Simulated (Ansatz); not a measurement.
## A computed series for Cu: alloy series

Start from Cu in the fcc (Cu type) structure (space group Fm-3m, No. 225; a = 3.5638 Å).

The other end (x = 1) is Ni in the fcc (Cu type) structure (space group Fm-3m, No. 225; ferromagnetic): 10.38 Å³/atom, gap zero.

Ni replaces a fraction x of Cu; each row is one arrangement (x, atoms in the cell, starting space group or random), fully relaxed.

Calculations: PBEsol (Ansatz, a quantum-chemistry and plane-wave program; PAW; 420 eV plane waves; no spin-orbit coupling).

Candidates:
(a) x(Ni) = 0.5, 4 atoms, P4/nmm
(b) x(Ni) = 0.667, 3 atoms, P-3m1
(c) x(Ni) = 0.75, 4 atoms, Pmmm

Base values:

| Quantity | Value |
|---|---|
| Volume per atom | 11.32 Å³ |

Q: Order them by volume per atom, highest first.

A: (a) x(Ni) = 0.5, 4 atoms, P4/nmm (10.81 Å³), (b) x(Ni) = 0.667, 3 atoms, P-3m1 (10.65 Å³), (c) x(Ni) = 0.75, 4 atoms, Pmmm (10.59 Å³)

Other magnetic orders, which the real material may have, were not ruled out. These are small ordered cells, not random alloys; other orderings at the same x differ. Stability against distortions was not tested. Spin-polarised in the final run: CuNi, Ni, CuNi2 and CuNi3; the other runs are not.
